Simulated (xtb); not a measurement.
xtb 6.7.1, GFN2-xTB: W(NH)(S)(OMe)(Me) (C[O][W]([CH3])(=[NH])=[S]), 13 atoms. The geometry is a generated start, not checked to be a minimum at this level.

```json
{
  "method": "GFN2-xTB",
  "--acc": "1 (default)",
  "--etemp (K)": "300 (default)",
  "detailed input (--input)": "none: ANC optimiser, Lindh (1995) Hessian, microcycle=20, maxdispl=1.0, hlow=0.01 (default)",
  "basis_functions": "43",
  "valence_electrons": "38"
}
```

```xyz
13

W     -0.0600     0.8277    -0.3608
N     -1.2516     1.2774    -1.5970
H     -1.8646     1.5654    -2.3619
S      1.1204     2.6207     0.1033
O      0.9143    -0.6954    -0.3368
C      1.6272    -1.8710    -0.5329
H      1.6735    -2.1122    -1.6054
H      2.6503    -1.7625    -0.1453
H      1.1337    -2.6988    -0.0049
C     -1.3201     0.7286     1.4477
H     -1.9389    -0.1850     1.4860
H     -2.0083     1.5812     1.5618
H     -0.6759     0.7238     2.3460
```

Charge 0 and multiplicity 1 are set for this test and not shown to be the ground state.

The structure is relaxed from this start with --opt LEVEL for the levels crude, sloppy, loose, lax, normal, tight, vtight, extreme, once each. Up to the end of the extreme run atoms move by at most 0.54 Å along an axis.

Question: What is the loosest level that ends within 1 meV of the extreme run, and how many cycles does it take?

Answer: vtight: 122 cycles against 152, ending 0.079 meV above.

```
level    cycles  energy above the extreme run (meV)  gradient norm (eV/Å)
-------  ------  ----------------------------------  --------------------
crude         1                                 4.3                 0.060
sloppy        1                                 4.3                 0.060
loose         1                                 4.3                 0.060
lax           1                                 4.3                 0.060
normal       11                                 2.0                 0.026
tight        15                                 1.8                 0.038
vtight      122                               0.079                0.0015
extreme     152                                   —                0.0012
```
